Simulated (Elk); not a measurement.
## Elk run on SrSbPt (P-6m2, 3 atoms in the cell): self-consistent single point

Method of the run: LDA (PW92), all-electron FP-LAPW, Elk's shipped species files, APW+lo basis with extra local orbitals (Elk 10.2.4).

The input file:

```
tasks
  0

tforce
  .true.

rgkmax
  8.0

gmaxvr
  18.0

lmaxapw
  10

lmaxo
  8

nxlo
  2

lorbcnd
  .true.

lradstp
  2

nrmtscf
  2.0

rmtscf
  0.85

lmaxi
  4

stype
  0

swidth
  0.00367493

maxscl
  100

avec
    8.5173172035   -0.0000000711    0.0000000000
   -4.2586585402    7.3762131059    0.0000000000
    0.0000000000    0.0000000000    8.7682914237

sppath
  'species/'

atoms
  3
  'Sr.in'
  1
  0.0000000000  0.0000000000  0.0000000000    0.0 0.0 0.0
  'Sb.in'
  1
  0.6666666667  0.3333333333  0.5000000000    0.0 0.0 0.0
  'Pt.in'
  1
  0.3333333333  0.6666666667  0.5000000000    0.0 0.0 0.0

ngridk
  6 6 5
```

The program printed (abridged):

```
│ Elk code version 10.2.4 │

All units are atomic (Hartree, Bohr, etc.)

│ Ground-state run starting from atomic densities │

Lattice vectors :
   8.517317203     -0.7110000000E-07   0.000000000
  -4.258658540       7.376213106       0.000000000
   0.000000000       0.000000000       8.768291424

Unit cell volume      :    550.8727004
Brillouin zone volume :   0.4502859068

Muffin-tin inner radius fraction :   0.1000000000E-01

Nuclei treated as point charges

Species :    1 (Sr)
 parameters loaded from : Sr.in
 name : strontium
 nuclear charge    :   -38.00000000
 electronic charge :    38.00000000
 atomic mass :    159721.4890
 muffin-tin radius :    2.210000000
 number of radial points in muffin-tin :   1199
 atomic positions (lattice), magnetic fields (Cartesian) :
   1 :   0.00000000  0.00000000  0.00000000    0.00000000  0.00000000  0.00000000

Species :    2 (Sb)
 parameters loaded from : Sb.in
 name : antimony
 nuclear charge    :   -51.00000000
 electronic charge :    51.00000000
 atomic mass :    221954.9019
 muffin-tin radius :    2.210000000
 number of radial points in muffin-tin :   1199
 atomic positions (lattice), magnetic fields (Cartesian) :
   1 :   0.66666667  0.33333333  0.50000000    0.00000000  0.00000000  0.00000000

Species :    3 (Pt)
 parameters loaded from : Pt.in
 name : platinum
 nuclear charge    :   -78.00000000
 electronic charge :    78.00000000
 atomic mass :    355605.4398
 muffin-tin radius :    2.380000000
 number of radial points in muffin-tin :   1399
 atomic positions (lattice), magnetic fields (Cartesian) :
   1 :   0.33333333  0.66666667  0.50000000    0.00000000  0.00000000  0.00000000

Total number of atoms per unit cell :    3

Spin treatment :
 spin-unpolarised

Number of Bravais lattice symmetries :   24
Number of crystal symmetries         :   12
Crystal has no inversion symmetry
Complex Hermitian eigensolver will be used

k-point grid :      6     6     5
   [... lines left out ...]
 potential will be trimmed for |G| > 2 gkmax
Constant for pseudocharge density :   11
Radial integration step length :    2

G-vector grid sizes :     49    49    54
Number of G-vectors :    54249

Maximum angular momentum used for
 APW functions                      :   10
 outer part of muffin-tin           :    8
 inner part of muffin-tin           :    4

Total nuclear charge    :   -167.0000000
Total core charge       :    112.0000000
Total valence charge    :    55.00000000
Total excess charge     :    0.000000000
Total electronic charge :    167.0000000

Effective Wigner radius, rₛ :   0.9234542620

Number of empty states         :   12
Total number of valence states :   40
Total number of core states    :  112

Conduction state local-orbitals added automatically
Total number of local-orbitals :  345

Exchange-correlation functional :      3     0     0
 Perdew-Wang/Ceperley-Alder, Phys. Rev. B 45, 13244 (1992)
 gradient requirement :    0
 local density approximation (LDA)

Smearing type :    0
 Gaussian
Smearing width :   0.3674930000E-02
Effective electronic temperature (K) :    1160.451112

Mixing type :    3
 Broyden mixing, J. Phys. A: Math. Gen. 17, L317 (1984)

Kohn-Sham potential initialised from atomic data
│ Self-consistent loop started │
│ Loop number : 1 │
 total energy                :     -28087.6695943
│ Loop number : 2 │
 total energy                :     -28088.3323267
RMS change in Kohn-Sham potential (target) :   0.9427702589E-01 (  0.1000000000E-05)
Absolute change in total energy (target)   :   0.6627324311     (  0.1000000000E-03)
│ Loop number : 3 │
 total energy                :     -28089.8919901
RMS change in Kohn-Sham potential (target) :   0.8064480452E-01 (  0.1000000000E-05)
Absolute change in total energy (target)   :    1.725346510     (  0.1000000000E-03)
│ Loop number : 4 │
 total energy                :     -28090.1703712
RMS change in Kohn-Sham potential (target) :   0.7239000161E-01 (  0.1000000000E-05)
Absolute change in total energy (target)   :   0.7097176813     (  0.1000000000E-03)
│ Loop number : 5 │
 total energy                :     -28090.2869418
RMS change in Kohn-Sham potential (target) :   0.3771259591E-01 (  0.1000000000E-05)
Absolute change in total energy (target)   :   0.2940000147     (  0.1000000000E-03)
   [... lines left out ...]
Absolute change in total energy (target)   :   0.1702847345E-02 (  0.1000000000E-03)
│ Loop number : 14 │
 total energy                :     -28090.9023215
RMS change in Kohn-Sham potential (target) :   0.8509884894E-06 (  0.1000000000E-05)
Absolute change in total energy (target)   :   0.1326854366E-02 (  0.1000000000E-03)
│ Loop number : 15 │
 total energy                :     -28090.9022289
RMS change in Kohn-Sham potential (target) :   0.6284423461E-07 (  0.1000000000E-05)
Absolute change in total energy (target)   :   0.4242591058E-03 (  0.1000000000E-03)
│ Loop number : 16 │
 total energy                :     -28090.9022289
RMS change in Kohn-Sham potential (target) :   0.2984021352E-07 (  0.1000000000E-05)
Absolute change in total energy (target)   :   0.1060318136E-03 (  0.1000000000E-03)
│ Loop number : 17 │
 total energy                :     -28090.9022340
RMS change in Kohn-Sham potential (target) :   0.1584383462E-07 (  0.1000000000E-05)
Absolute change in total energy (target)   :   0.2147225314E-04 (  0.1000000000E-03)
Convergence targets achieved

│ Loop number : 18 │

Energies :
 Fermi                       :     0.268766732651
 sum of eigenvalues          :     -17118.1446415
 electron kinetic            :      31196.4486980
 core electron kinetic       :      30175.3649653
 Coulomb                     :     -58673.6075788
 Coulomb potential           :     -47500.2774144
 nuclear-nuclear             :     -2039.53785012
 electron-nuclear            :     -65767.8620429
 Hartree                     :      9133.79231425
 Madelung                    :     -34923.4688716
 xc potential                :     -814.315924988
 exchange                    :     -597.214514010
 correlation                 :     -16.5288414907
 total energy                :     -28090.9022363

Density of states at Fermi energy :    124.1060515
 (states/Hartree/unit cell)

Estimated indirect band gap :   0.2968499264E-02
 from k-point     22 to k-point      3
Estimated direct band gap   :   0.5057932678E-02
 at k-point      3

Charges :
 core                        :    112.0000000
 valence                     :    55.00000000
 interstitial                :    7.634620901
 muffin-tins (core leakage)
  species :    1 (Sr)
   atom    1                 :    35.27035982     (  0.3085887505E-03)
  species :    2 (Sb)
   atom    1                 :    47.95473805     (  0.6171033027E-02)
  species :    3 (Pt)
   atom    1                 :    76.14028123     (  0.1401400844E-02)
 total in muffin-tins        :    159.3653791
 total calculated charge     :    166.9920540
 total charge                :    167.0000000
 error                       :   0.7945987601E-02

│ Self-consistent loop stopped │

Forces :
 species :    1 (Sr)
  atom :    1
   Hellmann-Feynman          :     0.00000000    0.00000000    0.00000000
   IBS                       :    -0.00000000   -0.00000000    0.00000000
   total force               :    -0.00000000    0.00000000    0.00000000
   total magnitude           :     0.00000000
 species :    2 (Sb)
  atom :    1
   Hellmann-Feynman          :    -0.00000000   -0.00000000    0.00000000
   IBS                       :     0.00000000    0.00000000    0.00000000
   total force               :     0.00000000    0.00000000    0.00000000
   total magnitude           :     0.00000000
 species :    3 (Pt)
  atom :    1
   Hellmann-Feynman          :     0.00000000    0.00000000    0.00000000
   IBS                       :    -0.00000000   -0.00000000    0.00000000
   total force               :     0.00000000    0.00000000    0.00000000
   total magnitude           :     0.00000000
```

The run converged in 18 iterations. The count includes the last loop, which Elk runs after its targets are met.

The starting cell comes from a database of computed structures (which also holds hypothetical and non-ambient phases and stackings), without a prior relaxation at this level. Spin-orbit coupling is off. Spin polarisation is off. Values depend on the basis (sphere radii, cutoffs, local orbitals), which need not be converged. The log's line on a gap gives a spacing of levels on this mesh, which the program prints for metals too.

Cost on one core of a shared machine: roughly 3 min.
